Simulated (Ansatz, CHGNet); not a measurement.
For HfSi₂ (model structure, started from the AlB2 type, P6/mmm, No. 191, 3 atoms in the cell), the machine-learned potential CHGNet 0.3.0 (trained on PBE and PBE+U data) gives:

lattice parameter a: 4.123 Å
c axis length: 3.270 Å

Problem. What does PBE (Ansatz, an electronic-structure program, plane waves, PAW) give for the same quantities?

Solution. 
- lattice constant a: 4.058 Å (decreases by 1.6 %)
- lattice parameter c: 3.471 Å (grows by 6.1 %)

Changes are worked out from the printed values.

Unless a cell is named, each level is at its own relaxed cell (CHGNet 0.3.0 16.04, PBE 16.50 Å³/atom).

Levels without +SOC leave out spin–orbit coupling, which shifts energies and cells of such heavy elements.

Caveats: the cell moved over 20 % in volume from its start (CHGNet 0.3.0). Ansatz's density-functional and Hartree–Fock values are scalar-relativistic unless marked +SOC, with PAW data made under PBE.

A model structure was made by putting elements into a prototype or built by hand; it is no filed structure, need not be a known phase, and can be a saddle point held by its symmetry.
